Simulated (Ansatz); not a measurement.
Base system: CsPbCl3 in the cubic perovskite structure (space group Pm-3m, No. 221; a = 5.5209 Å). Axes: x, y, z lie along the cube axes.

Calculations: Ansatz (a program for electronic structure), LDA, PAW, cutoff 420 eV, without spin-orbit coupling.

Strains are applied to the cell and any free atomic positions relax; under biaxial strain the out-of-plane vector relaxes too.

One change was made to it. Results:

The band gap increases by 0.13 eV (1.53 eV → 1.66 eV); the pressure (mean of the normal stresses, compression positive) goes from zero to -1.28 GPa.

What was done to the base?
A) biaxial strain +3.00 %, plane normal [001], relaxed out of plane
B) biaxial strain +0.60 %, plane normal [001], relaxed out of plane
C) biaxial strain +1.80 %, plane normal [001], relaxed out of plane
D) biaxial strain +1.20 %, plane normal [001], relaxed out of plane

A, biaxial strain +3.00 %, plane normal [001], relaxed out of plane. For comparison, the band gap in the other runs: biaxial strain +1.80 %, plane normal [001], relaxed out of plane gives 1.61 eV; biaxial strain +0.60 %, plane normal [001], relaxed out of plane gives 1.56 eV; biaxial strain +1.20 %, plane normal [001], relaxed out of plane gives 1.59 eV.

Spin-orbit coupling, missing from the scalar runs, can matter with Pb. Whether these cells are dynamically stable was not tested. Many cubic perovskites are stable only at high temperature; tilts and polar distortions were not tested. This is not the structure that CsPbCl3 has at room temperature and ambient pressure.
